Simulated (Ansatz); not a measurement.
1T (CdI2-type) MgI₂, treated with PBE (Ansatz, an electronic-structure program, plane waves, PAW).

Run with plane-wave cutoff 500 eV, 12×12×6 k mesh (along the axes of the cell as run), gaussian smearing 0.02 eV, scalar-relativistic PAW data made under PBE.

Computed at the level's own relaxed cell.

Problem. Predict the equilibrium volume per atom, lattice parameter a and c axis length.

Solution. 
- equilibrium volume per atom: 40.11 Å³/atom
- lattice parameter a: 4.207 Å
- c axis length: 7.853 Å

Measured, for comparison: lattice constant a 4.14 Å, lattice parameter c 6.88 Å (temperature not stated, copied from a table, unchecked, no zero-point or thermal correction; as tabulated in Crystal Structures 1, 239 (1963)). Computed (rounded) less measured: lattice constant a not scored (unchecked), lattice parameter c not scored (unchecked).

Note: the cell comes from a level without a dispersion term, which matters for the spacing of layers, chains or molecules; the cell has widely spaced layers and the level no dispersion term, so their spacing and the moduli can rest on weak binding.

Spin–orbit coupling is not included.
